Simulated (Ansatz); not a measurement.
**Antifluorite Mg2C (high-pressure phase)**

The numbers are results of LDA (Ansatz, an electronic-structure program, plane waves, PAW), not measurements.

Settings: plane-wave cutoff 520 eV, 12×12×12 k mesh, perturbation theory, scalar-relativistic PAW data made under PBE.

Cell: relaxed at this level.

| Item | Result |
|---|---|
| electronic dielectric constant ε∞ | 8.40 |
| dielectric constant ε0 (ions relaxed) | 16.0 |

The result took about 3 core-minutes (a rough figure).
